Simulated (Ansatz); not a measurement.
System: Sn (model structure, started from the Si type, R-3, No. 148, 8 atoms in the cell). Method: LDA (plane waves, PAW; Ansatz, a quantum-chemistry and plane-wave program).

Settings: plane-wave cutoff 520 eV, 10×10×10 k mesh, Fermi–Dirac smearing 0.05 eV, scalar-relativistic PAW data made under PBE.

Cell (relaxed at this level):

```yaml
crystal:
  lattice:
    - [5.59458, 3.23003, 2.16986]
    - [-5.59458, 3.23003, 2.16986]
    - [0.00000, -6.46007, 2.16986]
  atoms:
    - { symbol: Sn, position: [0.05880, 0.74561, 0.56711] }
    - { symbol: Sn, position: [0.94120, 0.25439, 0.43289] }
    - { symbol: Sn, position: [0.56711, 0.05880, 0.74561] }
    - { symbol: Sn, position: [0.43289, 0.94120, 0.25439] }
    - { symbol: Sn, position: [0.74561, 0.56711, 0.05880] }
    - { symbol: Sn, position: [0.25439, 0.43289, 0.94120] }
    - { symbol: Sn, position: [0.72103, 0.72103, 0.72103] }
    - { symbol: Sn, position: [0.27897, 0.27897, 0.27897] }
```

Problem. Predict the bulk modulus B0.

Solution. 
* **bulk modulus B0**: 39.4 GPa

The run finds no gap.

Note: the bulk modulus is −V dP/dV from two relaxed cells at ±2 % in volume; the relaxation could raise the start's symmetry but not lower it, so the cell can be a saddle point.

Spin–orbit coupling is not included.

Computed values are for the static lattice.

A model structure was made by putting elements into a prototype or built by hand; it is no filed structure, need not be a known phase, and can be a saddle point held by its symmetry.
